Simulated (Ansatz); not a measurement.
# LiNbO3 (P2₁/c, No. 14, 40 atoms in the cell; start mp-1196213; a measured phase of this formula has another space group)

Level of theory: r²SCAN in Ansatz (plane waves, PAW).

Numerical settings: plane-wave cutoff 560 eV, 6×4×4 k mesh (along the axes of the cell as run), Fermi–Dirac smearing 0.01 eV, no spin polarisation, scalar-relativistic PAW data made under PBE.

Cell (relaxed at this level):

LiNbO3 is modelled in the monoclinic space group P2₁/c (No. 14), Pearson symbol mP40. Conventional cell: a = 6.1998 Å, b = 8.1984 Å, c = 9.4442 Å, α = 90.00°, β = 90.13°, γ = 90.00°. Li1 on 4e has 5 O at 2.015–2.234 Å. Li2 on 4e is surrounded by 4 O at 1.897–2.073 Å and 1 O at 2.290 Å. Nb1 on 4e is surrounded by 4 O at 1.864–1.973 Å and 2 O at 2.116–2.175 Å. Nb2 on 4e sees 6 O at 1.805–2.284 Å. O1 on 4e is surrounded by 1 Nb at 1.864 Å and 1 Nb at 2.052 Å and 1 Li at 2.073 Å. O2 on 4e has 2 Nb at 1.933–2.019 Å and 1 Li at 2.043 Å and 1 Li at 2.159 Å. O3 on 4e has 1 Nb at 1.901 Å and 1 Nb at 2.116 Å and 1 Li at 2.015 Å and 1 Li at 2.290 Å. O4 on 4e has 2 Nb at 1.936–2.021 Å and 1 Li at 2.034 Å (trigonal planar). 2 further independent sites are not listed. (Neighbours: up to the widest gap in distance over summed covalent radii, below 1.35, at either atom; cation-cation and far metal-metal contacts left out.)

| Property | Value |
|---|---|
| band gap | 3.84 eV |
| smallest direct gap on the k points sampled | 3.89 eV |

Spin–orbit coupling is not included.

Computing time: about 8 core-minutes (a rough figure).

A start named mp-… is a Materials Project structure, which need not be a measured phase.

Ansatz is a first-principles code.
